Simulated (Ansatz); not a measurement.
Ca: Ca → Be

Start from Ca in the fcc (Cu type) structure (space group Fm-3m, No. 225; a = 5.5685 Å).

One thing is altered: Be takes the place of Ca on all its sites, then cell and atoms are relaxed.

All numbers come from r2SCAN (Ansatz, a program for electronic structure; PAW; 500 eV plane waves; without spin-orbit coupling). Settings: 25×25×25 k-points, 0.05 eV Fermi–Dirac smearing, for the changed cell.

```tsv
quantity	base	changed	shift
volume per atom	43.17 Å³	7.89 Å³	-35.28 Å³
density	1.54 g/cm³	1.90 g/cm³	+0.355 g/cm³
lattice parameter a	5.568 Å	3.160 Å	-2.408 Å
shortest interatomic distance	3.937 Å	2.235 Å	-1.7028 Å
band gap	zero	zero	–
```

Stability against distortions was not tested. As relaxed here, Be is a hypothetical phase, not in the database extracts checked.
